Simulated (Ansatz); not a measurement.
**What a tighter setting buys: kpoints.mp_grid.grid, SnSe2 (P-3m1, 3 atoms in the cell)**

```xyz
3
Lattice="3.7835 0.0000 0.0000 -1.8918 3.2766 0.0000 0.0000 0.0000 6.3873" Properties=species:S:1:pos:R:3 pbc="T T T"
Sn     0.0000     0.0000     0.0000
Se     1.8918     1.0922     4.8358
Se     0.0000     2.1844     1.5515
```

Method of the run: HSE06 (plane waves, PAW; Ansatz, a first-principles code).

Base settings: basis.ecutwfc = 420 eV; kpoints.mp_grid.grid = 6 6 3; hamiltonian.xc = hse06; hamiltonian.pseudopotentials = {kind: paw}, with the files named one by one; scf.occupations.method = fixed.

Misses are taken against the tightest run, 8 8 4, which need not be fully converged itself. The energy is the free energy per atom.

Core times come from one kind of shared machine and are given to one figure; runs under 30 s give none.

The starting cell comes from a database of computed structures (which also holds hypothetical and non-ambient phases and stackings), without a prior relaxation at this level. Its lattice was rescaled by a random factor within 2.5 % of one. Ansatz's pressure includes its estimate of the finite-basis (Pulay) stress.

The runs (kpoints.mp_grid.grid): 4 4 2 | 5 5 3 | 6 6 3 | 7 7 4 | 8 8 4.

**Question.** Which is the coarsest setting among those run that, with all tighter ones, holds the energy within 20 meV/atom of the reference, and what does it save?

**Answer.** 5 5 3, off by 10 meV/atom; it ran in under 30 s, against roughly 100 s for the reference.

**Question.** Which is the coarsest setting among those run that, with all tighter ones, holds the energy within 2 meV/atom of the reference, and what does it save?

**Answer.** 7 7 4, off by 0.71 meV/atom; its saving against the reference is no more than about a factor of 2 in time.

**Question.** What does the step from 6 6 3 to 7 7 4 buy?

**Answer.** It takes the miss in the energy from 3.5 to 0.71 meV/atom, for roughly 2 times the time.

```csv
kpoints.mp_grid.grid,energy less reference (meV/atom),pressure less reference (GPa),largest difference in the force on any atom (eV/Å),core time / reference (rough)
4 4 2,32.21,0.35,0.037,–
5 5 3,10.06,0.12,0.025,–
6 6 3,3.54,0.05,0.015,0.3
7 7 4,0.71,0.01,0.002,0.8
8 8 4,0.00,0.00,0.000,1
```

Keys are those of Ansatz 0.2.
